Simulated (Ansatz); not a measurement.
C vacancy + O on the C site in diamond: one set of geometries, relaxed with PBE, evaluated in Ansatz (PAW, plane waves to 420 eV, 500 eV under r2SCAN) with PBE, r2SCAN.

Set-up: 64-site cell; 2×2×2 shifted k-points; start: the C site; C 1.55 Å away; energies good to tenths of an eV; relaxed from one start, so a lower configuration may exist.

```json
[
 {"quantity": "host gap (eV)", "PBE": "4.13", "r2SCAN": "?"},
 {"quantity": "largest moment on one atom at charge +1 (μB)", "PBE": "0.17", "r2SCAN": "?"},
 {"quantity": "largest moment on one atom at charge −1 (μB)", "PBE": "0.30", "r2SCAN": "?"}
]
```

Q: Given the lower rungs, what does r2SCAN give?

A: 
- host gap (eV), r2SCAN: 4.34
- largest moment on one atom at charge +1 (μB), r2SCAN: 0.30
- largest moment on one atom at charge −1 (μB), r2SCAN: 0.34

Ansatz is a quantum-chemistry and plane-wave program.
